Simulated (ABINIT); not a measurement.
ABINIT run on La3TlC (Pm-3m, 5 atoms in the cell): self-consistent single point

Method: LDA (PW92), PAW (JTH v2.0 LDA PAW) (plane waves; ABINIT 10.0.3).

Input as run:

```
# La3TlC, JTH v2.0 LDA PAW
pp_dirpath "./"
pseudos "La.LDA_PW-JTH.xml, Tl.LDA_PW-JTH.xml, C.LDA_PW-JTH.xml"
acell 5.3251460000 5.3251460000 5.3251460000 Angstrom
rprim
         1.0000000000    0.0000000000    0.0000000000
         0.0000000000    1.0000000000    0.0000000000
         0.0000000000    0.0000000000    1.0000000000
natom 5
ntypat 3
znucl 57 81 6
typat 1 1 1 2 3
xred
         0.5000000000    0.0000000000    0.5000000000
         0.0000000000    0.5000000000    0.5000000000
         0.5000000000    0.5000000000    0.0000000000
         0.0000000000    0.0000000000    0.0000000000
         0.5000000000    0.5000000000    0.5000000000
ecut 52 Ry
pawecutdg 104 Ry
pawxcdev 0
occopt 7
tsmear 0.00999582
nband 33
kptopt 1
ngkpt 5 5 5
nshiftk 1
shiftk 0 0 0
nstep 100
tolvrs 1.0e-11
prtwf 0
prtden 0
```

Log, with long lists cut:

```
 Symmetries : space group Pm -3 m (#221); Bravais cP (primitive cubic)

 -outvars: echo values of preprocessed input variables --------
            acell      1.0063067558E+01  1.0063067558E+01  1.0063067558E+01 Bohr
             ecut      2.60000000E+01 Hartree
              ixc       -1012
         kptrlatt        5    0    0      0    5    0      0    0    5
          kptrlen      5.03153378E+01
            natom           5
            nband          33
            ngfft          48      48      48
          ngfftdg          72      72      72
             nkpt          10
            nstep         100
             nsym          48
           ntypat           3
           occopt           7
        pawecutdg      5.20000000E+01 Hartree
         pawxcdev           0
          spgroup         221
           tolvrs      1.00000000E-11
           tsmear      9.99582000E-03 Hartree
            typat      1  1  1  2  3
           useylm           1
             xred      5.0000000000E-01  0.0000000000E+00  5.0000000000E-01
                       0.0000000000E+00  5.0000000000E-01  5.0000000000E-01
                       5.0000000000E-01  5.0000000000E-01  0.0000000000E+00
                       0.0000000000E+00  0.0000000000E+00  0.0000000000E+00
                       5.0000000000E-01  5.0000000000E-01  5.0000000000E-01
            znucl       57.00000   81.00000    6.00000

== DATASET  1 ==================================================================

 Real(R)+Recip(G) space primitive vectors, cartesian coordinates (Bohr,Bohr^-1):
 R(1)= 10.0630676  0.0000000  0.0000000  G(1)=  0.0993733  0.0000000  0.0000000
 R(2)=  0.0000000 10.0630676  0.0000000  G(2)=  0.0000000  0.0993733  0.0000000
 R(3)=  0.0000000  0.0000000 10.0630676  G(3)=  0.0000000  0.0000000  0.0993733
 Unit cell volume ucvol=  1.0190398E+03 bohr^3
 Angles (23,13,12)=  9.00000000E+01  9.00000000E+01  9.00000000E+01 degrees

 Coarse grid specifications (used for wave-functions):

 getcut: wavevector=  0.0000  0.0000  0.0000  ngfft=  48  48  48
         ecut(hartree)=     26.000   => boxcut(ratio)=   2.07806

 Fine grid specifications (used for densities):

 getcut: wavevector=  0.0000  0.0000  0.0000  ngfft=  72  72  72
         ecut(hartree)=     52.000   => boxcut(ratio)=   2.20412

   1.08579596E+04                                ecore*ucvol(ha*bohr**3)

_setup2: Arith. and geom. avg. npw (full set) are    6454.520    6454.511

--- !BeginCycle
solver: {iscf: 17, nstep: 100, nline: 4, wfoptalg: 10, }
tolerances: {tolvrs: 1.00E-11, }
...

     iter   Etot(hartree)      deltaE(h)  residm     nres2
 ETOT  1  -150.35369705144    -1.504E+02 8.181E-01 1.906E+02
 ETOT  2  -154.84354323819    -4.490E+00 3.322E-01 2.433E+02
 ETOT  3  -154.07161459026     7.719E-01 5.414E-02 7.423E+01
 ETOT  4  -153.91136354863     1.603E-01 3.427E-02 2.744E+01
 ETOT  5  -153.84108987812     7.027E-02 6.853E-03 1.333E+01
 ETOT  6  -153.77605376830     6.504E-02 2.712E-02 7.919E-01
   [... 9 lines left out ...]
 ETOT 16  -153.77475834237    -2.746E-11 4.037E-04 1.123E-08
 ETOT 17  -153.77475834236     1.111E-11 4.004E-04 2.058E-09
 ETOT 18  -153.77475834236    -2.103E-12 2.022E-04 3.429E-11
 ETOT 19  -153.77475834236     2.046E-12 2.442E-04 1.743E-11
 ETOT 20  -153.77475834236    -1.478E-12 1.283E-04 8.068E-13

 At SCF step   20       nres2   =  8.07E-13 < tolvrs=  1.00E-11 =>converged.

 Cartesian components of stress tensor (hartree/bohr^3)
  sigma(1 1)=  2.13062995E-04  sigma(3 2)=  0.00000000E+00
  sigma(2 2)=  2.13062995E-04  sigma(3 1)=  0.00000000E+00
  sigma(3 3)=  2.13062995E-04  sigma(2 1)=  0.00000000E+00

 ----iterations are completed or convergence reached----

 reduced coordinates (array xred) for    5 atoms
       0.500000000000      0.000000000000      0.500000000000
       0.000000000000      0.500000000000      0.500000000000
       0.500000000000      0.500000000000      0.000000000000
       0.000000000000      0.000000000000      0.000000000000
       0.500000000000      0.500000000000      0.500000000000
 cartesian forces (eV/Angstrom) at end:
    1     -0.00000000000000    -0.00000000000000    -0.00000000000000
    2     -0.00000000000000    -0.00000000000000    -0.00000000000000
    3     -0.00000000000000    -0.00000000000000    -0.00000000000000
    4     -0.00000000000000    -0.00000000000000    -0.00000000000000
    5     -0.00000000000000    -0.00000000000000    -0.00000000000000
 frms,max,avg= 0.0000000E+00 0.0000000E+00   0.000E+00  0.000E+00  0.000E+00 e/A
 length scales= 10.063067557631 10.063067557631 10.063067557631 bohr
              =  5.325146000000  5.325146000000  5.325146000000 angstroms
 Fermi (or HOMO) energy (hartree) =   0.14935   Average Vxc (hartree)=  -0.36809
 Eigenvalues (hartree) for nkpt=  10  k points:
 kpt#   1, nband= 33, wtk=  0.00800, kpt=  0.0000  0.0000  0.0000 (reduced coord)
  -1.05075   -1.04370   -1.04370   -0.46524   -0.46524   -0.46524   -0.44449   -0.44449
  -0.44449   -0.43111   -0.43111   -0.43111   -0.24222   -0.24222   -0.24222   -0.24187
  -0.24187   -0.18508   -0.08421    0.13320    0.13320    0.13640    0.13640    0.13640
   0.14835    0.14835    0.14835    0.18486    0.18486    0.18486    0.21338    0.22236
   0.22418
      occupation numbers for kpt#   1
   2.00000    2.00000    2.00000    2.00000    2.00000    2.00000    2.00000    2.00000
   2.00000    2.00000    2.00000    2.00000    2.00000    2.00000    2.00000    2.00000
   2.00000    2.00000    2.00000    1.97773    1.97773    1.93304    1.93304    1.93304
   1.11232    1.11232    1.11232    0.00000    0.00000    0.00000    0.00000    0.00000
   0.00000
 prteigrs : prtvol=0 or 1, do not print more k-points.

--- !EnergyTerms
comment             : Components of total free energy in Hartree
kinetic             :  3.73003185140291E+01
hartree             :  2.89274473073508E+01
xc                  : -3.57509947765541E+01
Ewald energy        : -1.28503588955209E+02
psp_core            :  1.06550883663970E+01
local_psp           : -9.02747026460352E+01
spherical_terms     :  2.38767499339371E+01
internal            : -1.53769682256084E+02
'-kT*entropy'       : -5.07649388308089E-03
total_energy        : -1.53774758749967E+02
total_energy_eV     : -4.18442398832425E+03
...

-Cartesian components of stress tensor (GPa)         [Pressure= -6.2685E+00 GPa]
- sigma(1 1)=  6.26852868E+00  sigma(3 2)=  0.00000000E+00
- sigma(2 2)=  6.26852868E+00  sigma(3 1)=  0.00000000E+00
- sigma(3 3)=  6.26852868E+00  sigma(2 1)=  0.00000000E+00

 Calculation completed.
```

The run converged in 20 iterations.

The starting cell comes from a database of computed structures (which also holds hypothetical and non-ambient phases and stackings), without a prior relaxation at this level. Its lattice was rescaled by a random factor within 2.5 % of one. With a pressure of about -6 GPa the cell is away from its equilibrium volume at this level.

Cost on one core of a shared machine: roughly 3 min.
